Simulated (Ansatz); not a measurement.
Input:

```
CELL_PARAMETERS angstrom
      0.00000     2.31412     2.31412
      2.31412     0.00000     2.31412
      2.31412     2.31412     0.00000
ATOMIC_POSITIONS crystal
  B  0.25000 0.25000 0.25000
  As 0.00000 0.00000 0.00000
```

The numbers are results of PBEsol, rigid bands (plane waves, PAW, scalar-relativistic; Ansatz, a program for electronic structure), not measurements. Condition of this run: hydrostatic pressure 15 GPa (the target of the relaxation). Cell: cell and atoms relaxed with PBEsol, then loaded as said.

Task: Predict the electron conductivity mass (n e² τ/σ) at 300 K, by direction if it differs.

Result: 0.30 mₑ.

Task: And the band gap?

Result: 0.99 eV at this level; semilocal functionals usually fall short of the measured gap.

Rigid bands, one relaxation time for all states, no polarons. Spin-orbit coupling is left out; where it splits the top of the valence band it changes the hole mass and lowers the gap by about a third of the splitting.
